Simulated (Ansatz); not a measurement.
The parent structure is TaCo$_{3}$ in the Cu3Au type structure (space group Pm-3m, No. 221; a = 3.5906 Å; not spin-polarised; relaxed with 0.1 eV smearing). Axes: x, y, z lie along the cube axes.

Method: PBEsol (Ansatz, a first-principles code), no spin-orbit coupling.

A first run, uniaxial strain ε_xx = −1.25 %, gives secant values C11 ≈ 420 GPa and C12 ≈ 210 GPa from its stress. A second run applies isotropic strain −1.40 %.

**Question.** What does linear elasticity predict for the bulk modulus −ΔP/(ΔV/V₀) in the second run, and what does the run give?

**Answer.** Linear elasticity: (C11 + 2 C12)/3 = 280 GPa. The run gives 300 GPa; any difference comes from nonlinear terms at these strains and numerical noise.

Stability against distortions was not tested. All final runs are without spin polarisation.
